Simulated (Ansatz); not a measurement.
Start from TiO2 in the rutile structure (space group P4_2/mnm, No. 136; a = 4.591 Å, c = 2.939 Å). Axes: x, y, z lie along a, b, c of the conventional cell.

Structures relaxed with Ansatz (a first-principles code), PBEsol, PAW, cutoff 420 eV, no spin-orbit coupling.

Base:

Simulated powder pattern, Mo Kα, λ = 0.71073 Å (kinematic, ideal powder, no thermal factors, no anomalous dispersion; the 10 strongest lines at most, above 2 %, up to 2θ = 40°):

```csv
2θ (°),I/Imax (%),hkl
12.57,100,(110)
16.51,48,(101)
18.77,20,(111)
24.38,68,(211)
25.29,21,(220)
27.99,10,(002)
28.34,10,(310)
30.35,26,(301)
30.79,13,(112)
38.08,9.0,(222)
```

Now apply this change: uniaxial strain ε_zz = +3.00 %, all other strain components held at zero, atoms relaxed at fixed cell.

After the change:

Simulated powder pattern, Mo Kα, λ = 0.71073 Å (kinematic, ideal powder, no thermal factors, no anomalous dispersion; the 10 strongest lines at most, above 2 %, up to 2θ = 40°):

```tsv
2θ (°)	I/Imax (%)	hkl
12.57	100	(110)
16.17	50	(101)
18.47	21	(111)
24.14	70	(211)
25.29	21	(220)
27.16	11	(002)
28.34	10	(310)
30.03	14	(112)
30.16	27	(301)
37.45	9.5	(222)
```

The indices refer to the base's conventional cell; one index is shown for lines that coincide.

No phonon test of stability was made. The final runs are not spin-polarised.
